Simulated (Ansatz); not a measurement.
The starting structures come from a database of crystals and need not be the phases stable at ambient conditions.

The decay constant κ of evanescent states in the gap governs leakage through a thin film.

Consider the following.

```
LaLuO3
1.0
    5.78623     0.00000     0.00000
    0.00000     8.32191     0.00000
    0.00000     0.00000     5.97112
La Lu O
4 4 12
Direct
  0.98601   0.75000   0.95124
  0.01399   0.25000   0.04876
  0.48601   0.25000   0.54876
  0.51399   0.75000   0.45124
  0.50000   0.50000   0.00000
  0.00000   0.50000   0.50000
  0.00000   0.00000   0.50000
  0.50000   0.00000   0.00000
  0.30448   0.06177   0.30292
  0.69552   0.93823   0.69708
  0.80448   0.93823   0.19708
  0.19552   0.06177   0.80292
  0.19552   0.43823   0.80292
  0.80448   0.56177   0.19708
  0.69552   0.56177   0.69708
  0.30448   0.43823   0.30292
  0.88327   0.25000   0.45184
  0.11673   0.75000   0.54816
  0.38327   0.75000   0.04816
  0.61673   0.25000   0.95184
```

Space group of this cell: Pnma. The cell is taken as given.

Transport runs along the normal of the first two printed cell vectors.

The gap is the functional's own, uncorrected, and κ follows it; spin-orbit coupling is left out. Mid-gap values are interpolated between the computed energies.

Question: Estimate the band gap and the smallest decay constant κ at mid-gap that PBEsol run with Ansatz (an electronic-structure program) returns for this system.

Answer: Gap 3.99 eV on a 6×4×6 mesh; κ = 0.346 1/Å, at the zone centre.
